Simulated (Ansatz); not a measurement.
Density of states of FeS$_{2}$ (Pnnm) above the conduction band minimum, PBEsol with spin-orbit coupling, rigid bands (Ansatz, an electronic-structure program); cell volume 77.9 Å³.

```csv
energy from edge (eV),10⁻³ states/eV/cell
0.006,89.4
0.031,331
0.056,654
0.081,849
0.106,1040
0.131,1650
0.156,2250
0.181,2960
0.206,3660
0.231,3740
0.256,3830
0.281,3940
0.319,4130
0.344,4290
0.369,4500
0.394,4780
0.419,5450
0.444,5340
0.469,5470
0.494,5250
0.519,5280
0.544,5410
0.569,5620
0.594,6030
```

### Question
What effective density of states at 300 K does this give (∫ g(E) exp(−E/k_BT) dE, both spins, divided by the cell's size)?

### Answer
9.8e19 cm⁻³, a density-of-states mass of 2.5 mₑ, valleys and band degeneracy included.

Geometry: cell and atoms relaxed with PBEsol.

Formula and space group known from diffraction (Crystallography Open Database), not checked to be the room-temperature form: FeS2 (Pnnm). Treated as nonmagnetic, magnetic states not searched for: FeS2 (Pnnm).
